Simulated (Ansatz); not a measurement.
Ansatz (a program for electronic structure) run on Sr2Mg (I4/mmm, 3 atoms in the cell): relaxation of cell and atoms.

Computed with PBEsol, default PAW files made with PBE (plane waves; Ansatz).

The change in words: atoms on their sites; basis.ecutwfc: 30.9 Ry → 26.1 Ry; relax: default → cell and atoms. Reference geometry:
```yaml
crystal:
  lattice:
    - [-2.12880, 2.12880, 7.28373]
    - [2.12880, -2.12880, 7.28373]
    - [2.12880, 2.12880, -7.28373]
  atoms:
    - { symbol: Sr, position: [0.36146, 0.36146, 0.00000] }
    - { symbol: Sr, position: [0.64197, 0.64197, 0.00000] }
    - { symbol: Mg, position: [0.00000, 0.00000, 0.00000] }
```

Reference input (self-consistent single point, DFT, PBEsol, plane waves, default PAW files made with PBE): basis.ecutwfc = 30.9 Ry; kpoints.mp_grid.grid = 7 7 7; hamiltonian.xc = pbesol; hamiltonian.pseudopotentials = {kind: paw} (the program's default PAW files); scf.occupations.method = gaussian; scf.occupations.width = 0.0073 Ry. This run's input differs from it in these lines:

Ansatz 0.2 input:
```diff
@@ -6,3 +6,3 @@
   atoms:
-    - { symbol: Sr, position_ang: [0.00000000, -0.00000000, 5.26558106] }
+    - { symbol: Sr, position_ang: [0.00000000, -0.00000000, 5.21558556] }
     - { symbol: Sr, position_ang: [0.00000000, -0.00000000, 9.35186844] }
@@ -10,3 +10,3 @@
 basis:
-  ecutwfc: 30.9 Ry
+  ecutwfc: 26.1 Ry
 kpoints:
@@ -22,2 +22,4 @@
     width: 0.0073 Ry
+relax:
+  cell: {}
 output:
```

Log, with long lists cut:

```
   [... SCF lines of the steps left out ...]
relax step   1: F+E_penalty+E_count = -8896.54891787 eV  Δ(F+E_penalty+E_count) = +0.000e0 eV  max|allowed force component| = 5.048e-3 eV/Å  Δτ_max = 0.0000 Å  P = -1.041 GPa  Ω = 132.033 Å³  (6 SCF iters, dr2 threshold 1.00e-7 eV, accepted)
relax step   2: F+E_penalty+E_count = -8896.57104380 eV  Δ(F+E_penalty+E_count) = -2.213e-2 eV  max|allowed force component| = 1.553e-2 eV/Å  Δτ_max = 0.0162 Å  P = -0.606 GPa  Ω = 127.828 Å³  energy of the carried Pulay correction = +5.642e-4 eV  [...]
   [... lines left out ...]
relax step   6: F+E_penalty+E_count = -8896.58091398 eV  Δ(F+E_penalty+E_count) = -1.633e-5 eV  max|allowed force component| = 4.830e-4 eV/Å  Δτ_max = 0.0001 Å  P = -0.001 GPa  Ω = 123.078 Å³  energy of the carried Pulay correction = +1.224e-3 eV  [...]
relax step   7: F+E_penalty+E_count = -8896.58009573 eV  Δ(F+E_penalty+E_count) = +8.182e-4 eV  max|allowed force component| = 4.165e-4 eV/Å  Δτ_max = 0.0000 Å  P = -0.014 GPa  Ω = 123.078 Å³  stress off target by 2.28e-2 GPa  SCF on the basis [...]
basis re-selected at this cell: Δ(F+E_penalty+E_count) = +8.182e-4 eV, ΔP = -0.013 GPa vs the last step
the relaxation is at rest under the 16 symmetry operations that the run kept from its start: a minimum is not shown …
Free energy (F): -8896.580096 eV
Internal energy: -8896.562799 eV  (E = F + TS)
E sigma→0 (E₀):  -8896.571448 eV
Entropy (-TS):   -0.017296 eV (-5.765 meV/atom)
Fermi energy:    5.451527 eV
--- Forces (eV/Å), atoms counted from 1 ---
  atom   1  Sr    -0.00000000    -0.00000000    -0.00041649
   [... lines left out ...]
  cell:  # Å, volume = 123.0782 Å³
   [... lines left out ...]
    - [2.0803766680045293, -2.0803766680045293, 7.109468316096474]
    - [2.0803766680045293, 2.0803766680045293, -7.109468316096474]
  atoms:
    - { symbol: Sr, position: [0.35669913537469844, 0.35669913537469844, 6.319510458590331e-35] }
    - { symbol: Sr, position: [0.6433008646253017, 0.6433008646253017, 8.191703156539042e-35] }
    - { symbol: Mg, position: [-4.031426334093667e-20, -4.031426334093668e-20, 2.8271929016428095e-36] }
```

The run converged. 

Summary of the result:
Free energy E − TS (on the zero of these files): -8896.5801 eV
Fermi level (on the code's own zero): 5.45 eV
Pressure: -0.01 GPa
Final cell: a = b = c = 7.6942 Å, α = β = 148.63°, γ = 44.96°
Final volume per atom: 41.03 Å³
Relaxation steps: 7

The starting cell comes from a database of computed structures (which also holds hypothetical and non-ambient phases and stackings), without a prior relaxation at this level. Its lattice was rescaled by up to half a per cent. The relaxation keeps the symmetry of its start, so its end need not be a minimum. Ansatz's pressure includes its estimate of the finite-basis (Pulay) stress. The cutoff lies below the one recommended for these files.

Cost on one core of a shared machine: roughly 30 s.
